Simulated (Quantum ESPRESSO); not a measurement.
Band structure of Ga2O3 (C2/m, 10 atoms in the cell).

```
CELL_PARAMETERS angstrom
      6.11445    -1.51738     0.00000
      6.11445     1.51738     0.00000
     -1.37831     0.00000     5.62662
ATOMIC_POSITIONS crystal
  Ga 0.34116 0.34116 0.68527
  Ga 0.65884 0.65884 0.31473
  Ga 0.90953 0.90953 0.20521
  Ga 0.09047 0.09047 0.79479
  O  0.50353 0.50353 0.74334
  O  0.49647 0.49647 0.25666
  O  0.82663 0.82663 0.43677
  O  0.17337 0.17337 0.56323
  O  0.16450 0.16450 0.10915
  O  0.83550 0.83550 0.89085
```

Computed with PBEsol, GBRV 1.5 ultrasoft (PBESOL) pseudopotentials (plane waves; Quantum ESPRESSO).

Settings: ecutwfc = 50 Ry; ecutrho = 250 Ry; occupations = smearing; smearing = gaussian; degauss = 0.00147 Ry; potentials = {Ga: ga_pbesol_v1.4.uspp.F.UPF, O: o_pbesol_v1.2.uspp.F.UPF}; K_POINTS = automatic 5 5 3 0 0 0; nbnd = 62; conv_thr = 1e-11 Ry.

The starting cell comes from a database of computed structures (which also holds hypothetical and non-ambient phases and stackings), without a prior relaxation at this level. Its lattice was rescaled by a random factor within 2.5 % of one.

Predict the gap along the standard path and the places of the band edges.

The gap along the path is 2.36 eV, direct at Γ to within 0.01 eV.

Levels in eV from the top of the valence band on the SCF mesh, bands 53 to 60:
```tsv
point	53	54	55	56	57	58	59	60
X	-0.77	-0.72	-0.46	-0.10	5.57	6.48	7.20	7.44
Γ	-0.68	-0.48	-0.28	0.00	2.37	5.65	6.66	6.74
```
